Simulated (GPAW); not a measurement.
Band structure of ZnS (F-43m, 2 atoms in the cell).

```yaml
crystal:
  lattice:
    - [0.00000, 2.70500, 2.70500]
    - [2.70500, 0.00000, 2.70500]
    - [2.70500, 2.70500, 0.00000]
  atoms:
    - { symbol: Zn, position: [0.00000, 0.00000, 0.00000] }
    - { symbol: S, position: [0.25000, 0.25000, 0.25000] }
```

Computed with PBE, GPAW PAW datasets PBE (gpaw-data 1.0.1) (plane waves; GPAW 25.7.0).

Settings: mode = pw; ecut = 800 eV; xc = PBE; kpts = 7 7 7; mesh shift (steps) = 0 0 0; occupations.name = fermi-dirac; occupations.width = 0.05 eV; nbands = -6; convergence.density = 1e-05 e/electron; convergence.bands = -4; symmetry.symmorphic = false; symmetry.tolerance = 0.0005; maxiter = 120; bandpath_npoints = 40.

The starting cell has typed, rounded lattice constants, without a prior relaxation at this level.

Problem. Predict the gap along the standard path and the places of the band edges.

Solution. The gap along the path is 2.09 eV, direct at Γ to within 0.01 eV.

Levels in eV from the top of the valence band on the SCF mesh, bands 6 to 13:
```
point      6      7      8      9    10    11     12     13
-----  -----  -----  -----  -----  ----  ----  -----  -----
Γ      -5.81   0.00   0.00   0.00  2.09  6.37   6.37   6.37
X      -5.60  -4.53  -2.21  -2.21  3.40  4.07  10.93  11.91
W      -5.42  -4.56  -2.73  -2.70  5.69  6.01   7.84   8.20
K      -5.47  -4.59  -3.09  -1.79  4.12  5.94   9.34   9.72
L      -5.61  -5.26  -0.86  -0.86  3.30  6.90   6.90   8.85
U      -5.47  -4.59  -3.09  -1.79  4.12  5.94   9.34   9.72
```
